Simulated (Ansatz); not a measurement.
```xyz
24
Lattice="3.0078 0.0001 0.0003 0.0000 3.0076 0.0613 0.0041 -0.6106 29.2235" Properties=species:S:1:pos:R:3 pbc="T T T"
Mg     0.1651     0.1688     3.0452
Mg     1.6709     1.7156     0.9074
Mg     0.1633     0.0841     7.2974
Mg     1.6679     1.6303     5.1985
Mg     0.1631    -0.0018    11.5553
Mg     1.6669     1.5454     9.4564
Mg     0.1651    -0.0917    15.8469
Mg     1.6675     1.4582    13.7087
O      1.6693     1.6727     3.0676
O      0.1668     0.2105     0.9342
O      1.6672     1.5879     7.3283
O      0.1642     0.1265     5.1706
O      1.6670     1.5018    11.5842
O      0.1630     0.0413     9.4266
O      1.6687     1.4136    15.8209
O      0.1638    -0.0461    13.6870
V      0.1740     2.8395    19.2315
V      1.6715     1.3680    17.9347
V      0.1871     2.7632    22.3092
V      1.6852     1.2968    20.7564
V      0.1812    -0.3042    25.2209
V      1.6904     1.2287    23.7295
V      0.1724    -0.3577    28.0428
V      1.6800     1.1705    26.8075
```

The first 16 atoms are the substrate (MgO-rs), the rest the film (V).

All values below come from PBE (plane waves to 420 eV, PAW; Ansatz, a quantum-chemistry and plane-wave program). No spin–orbit coupling; the runs are not spin-polarised; PBE gaps are too small against experiment. Its k-point mesh 10×10×1, Fermi–Dirac width 0.05 eV.

Problem. Describe the bonding at the interfaces and give the barriers.

Solution. A periodic stack without vacuum, bcc V (0 0 1) on rock-salt MgO (0 0 1) (film strained to the substrate, started from cuts of the bulks and a machine-learned relaxation; slabs Mg8O8 and V8, which can lie off the formulas): substrate slab Mg8O8, film V8, surface cells [[1, 0], [1, 1]] and [[0, 1], [-1, 0]], film strained by +0.4 and +0.4 %, outermost planes MgO/MgO and V/V as cut, which need not be the usual terminations and can put a slab off its formula.
| Property | Result |
|---|---|
| interface area | 9.0 Å² |
| period | 29.23 Å |
| heights between the nearest atoms of the two slabs at the two interfaces | 2.06 and 2.06 Å |
| Mg–V contacts across the interfaces within 1.22 times the sum of covalent radii | 10, mean 3.03 Å |
| O–V contacts across the interfaces within 1.22 times the sum of covalent radii | 2, mean 2.11 Å |
| hole barrier (PBE) | 3.63 eV |
| electron barrier (PBE) | 0.83 eV |
